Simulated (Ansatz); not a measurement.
Take ZrSi$_{2}$ (space group Cmcm, No. 63; a = 3.6887 Å, b = 14.8584 Å, c = 3.6668 Å) as the base.

All numbers come from r2SCAN, PAW, 500 eV (Ansatz, a program for electronic structure; no spin-orbit coupling).

Base values:

| Item | Value |
|---|---|
| Volume per atom | 16.75 Å³ |

It is then changed as follows: hydrostatic tension (pressure −2 GPa).

### Question
Estimate the effect on the volume per atom.

### Answer
The volume per atom goes up by 0.27 Å³ (16.75 Å³ → 17.02 Å³).

Load acts through the strain it causes; cell and atoms are relaxed under it. Whether these cells are dynamically stable was not tested. The final runs are not spin-polarised.
